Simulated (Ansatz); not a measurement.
Adsorption energy and surface dipole of H on the 1x1 (111) surface of fcc Al, one in a 2x1 cell, started at the site 'top Al', worked from the runs' numbers; total energies count from the potentials' own zero.

Level of theory: PBE (plane waves to 420 eV, PAW; Ansatz, a first-principles code).

Set-up: 9 atoms, 7.0 Å thick at the start under the adsorbate (thin: gaps and levels are the slab's own); mesh 6x12x1; 0.1 eV smearing; dipole correction on; 4 atoms held, the rest relaxed; start symmetry kept, larger cells not searched; no spin, no spin-orbit, no U, no dispersion correction. At the end it is bonded to Al. In PBE it is, or lies within 0.03 eV of, the lowest of the starts that converged.

| quantity | value |
|---|---|
| slab with the adsorbate | -4314.089 eV |
| clean slab, same cell and mesh | -4298.510 eV |
| reference, ½ H2(g) | -15.872 eV |
| area of the cell | 14.15 Å² |
| change of the step from the bottom to the top vacuum level | 1.279 eV |

Task: What is the adsorption energy against this reference?

Result: E(slab + adsorbate) − E(slab) − E(reference) = 0.29 eV, so in this state the adsorbate is less stable than in the reference, at a coverage of 7.07 a nm².

Task: What dipole does adsorption add to the slab along the outward normal (Helmholtz relation, ε₀ = 0.005526 e/(V·Å))?

Result: p = −ε₀·A·ΔV = -0.100 e·Å = -0.48 D; its negative end points to the vacuum, which raises the vacuum level.
